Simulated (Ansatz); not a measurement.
The parent structure is C in the diamond structure (space group Fd-3m, No. 227; a = 3.572 Å).

Calculations: PBE (Ansatz, a program for electronic structure), no SOC, earlier PAW set.

Base values:

The pressure is 0.00 GPa and the smallest direct gap is 5.58 eV. The band gap is 4.13 eV.

One thing is altered: the cell is scaled by 1.0023 in all directions, atoms relaxed at fixed cell.

Problem. How does this affect the pressure, smallest direct gap, band gap and energy relative to the base?

Solution. The pressure goes from zero to -2.94 GPa; the smallest direct gap decreases by 0.02 eV, from 5.58 eV to 5.56 eV; the band gap decreases by 0.02 eV (4.13 eV → 4.11 eV); the energy goes up by 0.4 meV/atom.

The cells carry an imposed strain or load. No phonon test of stability was made.
